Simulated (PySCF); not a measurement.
PySCF 2.14.0, TPSSH/def2-svpd, df: Zn(Cl)(Br)(OH2)2 ([OH2]->[Zn](<-[OH2])([Cl])[Br]), 9 atoms. The geometry is a generated start, not checked to be a minimum at this level.

- task = energy
- method = tpssh
- basis = def2-svpd
- two-electron scheme = density fitting
- mol.max_memory = 3000 MB
- mf.max_cycle = 100
- mf.init_guess = minao (default)
- mf.DIIS = CDIIS (default)
- mf.diis_space = 8 (default)
- mf.conv_tol = 1e-09 (default)
- mf.grids.level = 3 (default)
- basis functions = 180
- grid points = 127344

```xyz
9

Zn     0.9933     0.0076     0.2592
Cl     1.7687    -0.0970    -1.7644
Br     0.8136     0.0842     2.5649
O     -0.4163     1.6600    -0.2055
H     -0.4068     2.0296    -1.0942
H     -0.8304     2.2915     0.3926
O     -0.4982    -1.6470    -0.0180
H     -0.9015    -2.1586     0.6925
H     -0.5225    -2.1703    -0.8272
```

Charge 0 and multiplicity 1 are set for this test and not shown to be the ground state.

One run each on 2 threads, 1 BLAS thread. Values of level_shift (Hartree) tried: 0 (default), 0.1, 0.3, 1.

**Question.** How does the count of Fock builds change with level_shift (Hartree), and where is it least?

**Answer.** Fewest Fock builds, within one of each other: 0 (default) with 12, 0.1 with 12. The count rises to 35 at 1. All converge to one solution.

```
level_shift (Hartree)  Fock builds            end
---------------------  -----------  -------------
0 (default)                     12  same solution
0.1                             12  same solution
0.3                             16  same solution
1                               35  same solution
```
